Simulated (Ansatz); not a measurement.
## A computed series for TiAl: pressure series

Take TiAl (space group P4/mmm, No. 123) as the base.

```yaml
crystal:
  lattice:
    - [2.81296, 0.00000, 0.00000]
    - [0.00000, 2.81296, 0.00000]
    - [0.00000, 0.00000, 4.05849]
  atoms:
    - { symbol: Ti, position: [0.00000, 0.00000, 0.00000] }
    - { symbol: Al, position: [0.50000, 0.50000, 0.50000] }
```

Cell and atoms are relaxed at each pressure.

Method: Ansatz (a first-principles code) r2SCAN, without spin-orbit coupling.

Two rows of this table had their results exchanged by mistake.

```csv
pressure,volume per atom (Å³),shortest distance (Å),band gap
pressure −2 GPa,14.50,2.719,zero
pressure −1 GPa,16.19,2.821,zero
pressure 0.9 GPa,15.94,2.806,zero
pressure 2.1 GPa,15.79,2.798,zero
pressure 4.5 GPa,15.51,2.781,zero
pressure 9 GPa,15.04,2.753,zero
pressure 15 GPa,16.33,2.829,zero
pressure 22.5 GPa,13.93,2.683,zero
pressure 30 GPa,13.45,2.651,zero
```

Task: Which two?

Result: The rows for pressure −2 GPa and pressure 15 GPa: the volume has to fall steadily with pressure, so 16.33 Å³ belongs to pressure −2 GPa and 14.50 Å³ to pressure 15 GPa.

Load acts through the strain it causes; cell and atoms are relaxed under it. Whether these cells are dynamically stable was not tested. No other phases were tried under pressure. All final runs are without spin polarisation.
